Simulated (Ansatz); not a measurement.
**CsPbF$_{3}$ in the cubic perovskite structure (space group Pm-3m, No. 221)**

```
CsPbF3
1.0
    4.81420     0.00000     0.00000
    0.00000     4.81420     0.00000
    0.00000     0.00000     4.81420
Cs Pb F
1 1 3
Direct
  0.50000   0.50000   0.50000
  0.00000   0.00000   0.00000
  0.00000   0.50000   0.00000
  0.50000   0.00000   0.00000
  0.00000   0.00000   0.50000
```

All numbers come from PBEsol (Ansatz, an electronic-structure program, PAW, no spin-orbit coupling). Settings: 7×7×7 k-points, 0.05 eV Fermi–Dirac smearing.

| Item | Result |
|---|---|
| Volume per atom | 22.32 Å³ |
| Density | 5.91 g/cm³ |
| Band gap | 2.62 eV, direct at R |
| Electron mass (degenerate bands, along [100]) | 0.21, 0.77, 0.77 mₑ |
| Lowest conduction-band minima above the VBM | R along ⟨111⟩ 2.62 eV; X along ⟨100⟩ 3.07 eV |
| Total energy | -3949.217 eV/atom (σ→0; compares only within this code and set-up) |

Spin-orbit coupling, missing from the scalar runs, can matter with Pb. Masses are band curvatures over ±0.01 Å⁻¹ around the edge. Stability against distortions was not tested. Many cubic perovskites are stable only at high temperature; tilts and polar distortions were not tested.
